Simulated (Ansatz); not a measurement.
Start from CdSe in the zinc blende structure (space group F-43m, No. 216).

```xyz
2
Lattice="0.0000 3.0667 3.0667 3.0667 0.0000 3.0667 3.0667 3.0667 0.0000" Properties=species:S:1:pos:R:3 pbc="T T T"
Se     4.6000     4.6000     4.6000
Cd     0.0000     0.0000     0.0000
```

Cartesian axes are those of the cell as printed.

Calculations: r2SCAN, PAW, 500 eV (Ansatz, a quantum-chemistry and plane-wave program; no SOC), earlier PAW set.

The change: a pure shear with ε_xz = ε_zx = 0.0127; the atoms relax in the strained cell.

Question: Predict the stress tensor and what it implies for the stiffness.

Answer: Stress of the strained cell less that of the base (GPa, compression positive):
```
   0.00    0.00   -0.57
   0.00   -0.01    0.00
  -0.57    0.00    0.00
```

Then −Δσ/γ with γ = 2ε = 0.0254 gives secant stiffness values (nonlinear terms included at this strain): C55 ≈ 22 GPa.

No phonon test of stability was made.
